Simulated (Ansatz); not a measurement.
SiC: response to strain

Take SiC in the wurtzite structure (space group P6_3mc, No. 186; a = 3.0919 Å, c = 5.0742 Å) as the base.

Strains are applied to the cell and any free atomic positions relax.

Method: PBE (Ansatz, a first-principles code, PAW, scalar-relativistic without spin-orbit coupling), earlier PAW set.

```
isotropic strain (%)  band gap (eV)
--------------------  -------------
-1.93                          2.20
-0.77                             ?
-0.57                          2.28
0                              2.31
0.95                           2.36
```

Task: Fit E_g = E₀ + Dε (ε in %) to the rows shown and predict the withheld row.

Result: Least squares on the printed values gives E₀ = 2.31 eV, D = 55.6 meV per % of strain (largest residual 0.00 eV); this predicts 2.27 eV, and the run gives 2.27 eV, in agreement.

Stability against distortions was not tested.
